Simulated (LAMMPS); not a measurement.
An MD run on HgSe (zinc blende), a cell 112 Å long along the (110) normal (2496 atoms) with 64 % of it melted and the whole then held at 630 K and zero normal pressure.

All values are model results, not measurements: classical MD, pair style sw, file CdTeZnSeHgS0.sw; code LAMMPS.

| Item | Value |
|---|---|
| interface speed (growth positive) | 4.0 ± 0.1 m/s |
| direction | the crystal grows |
| cost | very roughly 40 core-minutes |

Potential: file CdTeZnSeHgS0.sw of the LAMMPS distribution; its header cites Zhou, Ward, Martin, van Swol, Cruz-Campa, and D. Zubia, Phys. Rev. B, 88, 085309 (2013).

Caution: the real compound melts congruently only under the pressure of its own vapour and loses its more volatile element when open.

The ± values are statistical; the model's systematic error is not in them.

```
t (ps)  crystalline share
------  -----------------
0.000               0.359
15.00               0.377
30.00               0.393
45.00               0.405
60.00               0.423
75.00               0.440
90.00               0.448
105.0               0.459
120.0               0.473
135.0               0.490
150.0               0.496
165.0               0.513
180.0               0.524
195.0               0.536
210.0               0.548
225.0               0.559
240.0               0.571
255.0               0.573
270.0               0.590
285.0               0.589
300.0               0.597
315.0               0.621
330.0               0.616
345.0               0.641
360.0               0.650
375.0               0.650
390.0               0.663
405.0               0.668
420.0               0.667
435.0               0.683
450.0               0.686
465.0               0.694
480.0               0.702
495.0               0.716
510.0               0.730
525.0               0.740
540.0               0.761
555.0               0.782
570.0               0.795
585.0               0.816
600.0               0.819
```
